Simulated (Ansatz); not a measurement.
**CdGaNO (model structure, started from the AlSiCN type, P3m1, No. 156, 4 atoms in the cell)**

Level of theory: r²SCAN (Ansatz, an electronic-structure program, PAW).

Settings: plane-wave cutoff 560 eV, 18×18×10 k mesh (along the axes of the cell as run), Fermi–Dirac smearing 0.05 eV, scalar-relativistic PAW data made under PBE.

Cell (relaxed at this level):

CdGaNO has the trigonal space group P3m1 (No. 156), Pearson symbol hP4. Conventional cell: a = 3.2862 Å, b = 3.2862 Å, c = 5.6987 Å, α = 90.00°, β = 90.00°, γ = 120.00°. Ga on 1b is coordinated by 1 O at 1.877 Å and 3 N at 1.973 Å (tetrahedral). Cd on 1c has 3 O at 2.189 Å and 1 N at 2.190 Å (tetrahedral). O on 1b is surrounded by 1 Ga at 1.877 Å and 3 Cd at 2.189 Å (tetrahedral). N on 1c sees 3 Ga at 1.973 Å and 1 Cd at 2.190 Å (tetrahedral). (Neighbours: up to the widest gap in distance over summed covalent radii, below 1.35, at either atom; cation-cation and far metal-metal contacts left out.)

```json
{
 "band_gap": "0.87 eV"
}
```

Note: the relaxation could raise the start's symmetry but not lower it, so the cell can be a saddle point.

Spin–orbit coupling is not included.

Computed values are for the static lattice.

It cost around 90 core-seconds (rough) of CPU time.

A model structure was made by putting elements into a prototype or built by hand; it is no filed structure, need not be a known phase, and can be a saddle point held by its symmetry.
